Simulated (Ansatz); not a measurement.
Consider TiB₂ (space group P6/mmm, No. 191).

```
TiB2
1.0
    3.01738     0.00000     0.00000
   -1.50869     2.61313     0.00000
    0.00000     0.00000     3.18507
Ti B
1 2
Direct
  0.00000   0.00000   0.00000
  0.33333   0.66667   0.50000
  0.66667   0.33333   0.50000
```

Cartesian axes are those of the cell as printed.

Calculations: Ansatz (a program for electronic structure) PBEsol, spin-orbit coupling left out.

Base values:

| Property | Value |
|---|---|
| Pressure | 0.0 GPa |

Perturbation: tensor shear ε_xy = +1.58 % (engineering shear γ = 0.0316), atoms relaxed at fixed cell.

What does the calculation give for the pressure after the change?

The pressure (mean of the normal stresses, compression positive) goes from zero to 0.2 GPa.

Estimate the effect on the energy relative to the base.

The energy rises by 8.0 meV/atom.

The mesh was chosen for an insulator and is coarse for the gapless case. Without a gap, meshes like the base's 13×13×10 leave anisotropic stresses uncertain by several tenths of a GPa, and small strain energies with them. The cells carry an imposed strain or load. Whether these cells are dynamically stable was not tested. The final runs are not spin-polarised.
